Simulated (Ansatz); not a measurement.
System: C11b WSi₂. Method: PBE-D3(BJ) in Ansatz (PAW).

Numerical settings: plane-wave cutoff 500 eV, 18×18×18 k mesh, Fermi–Dirac smearing 0.05 eV, no spin polarisation, scalar-relativistic PAW data made under PBE.

Computed at the level's own relaxed cell.

Question: Predict the equilibrium volume per atom, lattice constant a and c axis length.

Answer: 
equilibrium volume per atom: 13.25 Å³/atom
lattice constant a: 3.193 Å
c axis length: 7.798 Å

Measured, for comparison: lattice constant a 3.214 Å, lattice parameter c 7.831 Å (temperature not stated, no zero-point or thermal correction; as tabulated in Pavlosiuk et al. (2022), arXiv:2202.05362). Computed (rounded) less measured: lattice constant a -0.7 %, lattice parameter c -0.4 %. A static lattice is as a rule a little smaller and stiffer than an uncorrected measurement, which narrows the difference in the lattice constant a, lattice parameter c and would widen misses of the other sign.

Spin–orbit coupling is not included.

Static lattice: no zero-point or thermal effects.

Cost on a shared machine: very roughly 40 core-seconds.

Ansatz is an electronic-structure program.
